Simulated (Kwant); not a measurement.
Device: wire with a side stub in a InSb two-dimensional gas. Effective mass 0.014 mₑ, grid spacing 15 nm, hard walls, nominal width 300 nm (19 grid rows, so walls 300 nm apart), one parabolic valley, scattering region 900 nm long along x; energies count from the band bottom; Fermi energy swept from 0.00023875 to 0.0028351 eV. Closed stub on one side, 360 nm wide and 450 nm deep.

The device is made up for the run: typed textbook-type constants, with dimensions and the other settings drawn at random.

Model: effective-mass tight-binding model on a square grid, one spin, coherent transport at 0 K (Kwant). Conductance is in e²/h.

Question: How many channels do the leads carry at E = 1.61, 1.81, 2.20 meV?

Answer: The hard-wall thresholds are n² ħ²π²/(2mW²) = n² × 0.298 meV with W = 300 nm. √(1.61/0.298) = 2.33, so 2. √(1.81/0.298) = 2.46, so 2. √(2.20/0.298) = 2.72, so 2.
